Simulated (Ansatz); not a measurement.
The starting structures come from a database of crystals and need not be the phases stable at ambient conditions.

 Where the default PAW files enter, the runs use the earlier of Ansatz's two default sets.

By PBEsol, the system below comes out a metal.

```
CELL_PARAMETERS angstrom
      6.61585     0.00000     0.00000
      0.00000     6.61585     0.00000
      0.00000     0.00000     3.34350
ATOMIC_POSITIONS crystal
  Si 0.86600 0.36600 0.00000
  Si 0.13400 0.63400 0.00000
  Si 0.63400 0.86600 0.00000
  Si 0.36600 0.13400 0.00000
  W  0.50000 0.50000 0.00000
  W  0.00000 0.00000 0.00000
  W  0.34016 0.84016 0.50000
  W  0.65984 0.15984 0.50000
  W  0.15984 0.34016 0.50000
  W  0.84016 0.65984 0.50000
```

Space group of this cell: P4/mbm. The cell is taken as given; by PBEsol its mean pressure is -7.6 GPa.

The current flows along the normal of the first two printed cell vectors, the (001) plane of the conventional cell. No spin-orbit coupling; the value is a mean over 0.1 eV about the Fermi level.

Q: Predict the ballistic conductance per area from PBEsol run with Ansatz (a quantum-chemistry and plane-wave program).

A: 0.66 × 10¹⁵ S/m² for both spins.
